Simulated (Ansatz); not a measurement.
## Rh under a change: x(Bi) = 0.5, 4 atoms, I4_1/amd

The parent structure is Rh in the fcc (Cu type) structure (space group Fm-3m, No. 225; a = 3.780 Å).

The other end (x = 1) is Bi in the fcc (Cu type) structure (space group Fm-3m, No. 225; a hypothetical phase, not in the database extracts checked): 30.19 Å³/atom, gap zero; this end may not be an ambient phase.

One thing is altered: Bi replaces 50.0 % of the Rh, ordered in a cell of 4 atoms (starting symmetry I4_1/amd) and fully relaxed.

All numbers come from Kohn–Sham DFT with the PBEsol functional, run in Ansatz (a first-principles code) with PAW and 420 eV plane waves, no SOC. Γ-centred 16×16×16 mesh, Fermi–Dirac width 0.05 eV, for the changed cell.

```tsv
quantity	base	changed	shift
volume per atom	13.50 Å³	19.44 Å³	+5.94 Å³
shortest interatomic distance	2.673 Å	2.830 Å	+0.1575 Å
band gap	zero	zero	–
mixing energy (to 0.01 eV only: unlike meshes or grids) (against an end that may be hypothetical)	–	+0.08 eV/atom	–
deviation of the volume from the linear (Vegard-type) interpolation	–	-11.0 %	–
```

Final structure:

```
CELL_PARAMETERS angstrom
     -2.00137     2.00137     4.85365
      2.00137    -2.00137     4.85365
      2.00137     2.00137    -4.85365
ATOMIC_POSITIONS crystal
  Bi 0.00000 0.00000 0.00000
  Rh 0.50000 0.50000 0.00000
  Rh 0.25000 0.75000 0.50000
  Bi 0.75000 0.25000 0.50000
```

Each cell is one ordered arrangement of few atoms, which overstates ordering effects compared with a random alloy. No phonon test of stability was made. The final runs are not spin-polarised.
